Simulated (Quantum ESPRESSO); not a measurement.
Quantum ESPRESSO is run on SiO₂ (Cmcm, 36 atoms in the cell), and the run fails. The aim is a self-consistent single point with DFT, LDA (PZ), plane waves, GBRV 1.5 ultrasoft (LDA) pseudopotentials.

Cell that was meant: a = 7.5106 Å, b = 7.5106 Å, c = 17.1621 Å, α = 90.00°, β = 90.00°, γ = 139.22°.

Part of the input:

```fortran
O     4.944562891  -11.006268481    8.107917181
O     4.944562891   11.006268481   24.323751543
O     4.944562891    0.000000000    0.000000000
O1     4.944562891    0.000000000   16.215834362
K_POINTS automatic
3 3 1  0 0 0
CELL_PARAMETERS angstrom
```

The program printed (abridged):

```
     This program is part of the open-source Quantum ESPRESSO suite
     for quantum simulation of materials; please cite

 %%%%%%%%%%%%%%%%%%%%%%%%%%%%%%%%%%%%%%%%%%%%%%%%%%%%%%%%%%%%%%%%%%%%%%%%%%%%%%
     Error in routine read_cards (36):
     species O1 in ATOMIC_POSITIONS is nonexistent
 %%%%%%%%%%%%%%%%%%%%%%%%%%%%%%%%%%%%%%%%%%%%%%%%%%%%%%%%%%%%%%%%%%%%%%%%%%%%%%

     stopping ...
```

From the messages shown, name the fault and mend the input.

The fault is an atom label that is not in the list of species. Labels in the positions must match the species card. To fix it, correct the label. The program stopped before any SCF iteration.

An input that runs soundly differs in these lines (not the only fix; some lines may just follow from the change or write a value another way):
```diff
-O1     4.944562891    0.000000000   16.215834362
+O     4.944562891    0.000000000   16.215834362
```

With that input, the run converged in 14 iterations: free energy E − TS -12169.7910 eV; top of the valence band (on the code's own zero) -0.48 eV; gap on the k-point mesh 5.42 eV; pressure -0.92 GPa; largest force (vector length) 0.089 eV/Å (DFT, LDA (PZ), plane waves, GBRV 1.5 ultrasoft (LDA) pseudopotentials).

On the sound input: the starting cell comes from a database of computed structures (which also holds hypothetical and non-ambient phases and stackings), without a prior relaxation at this level.
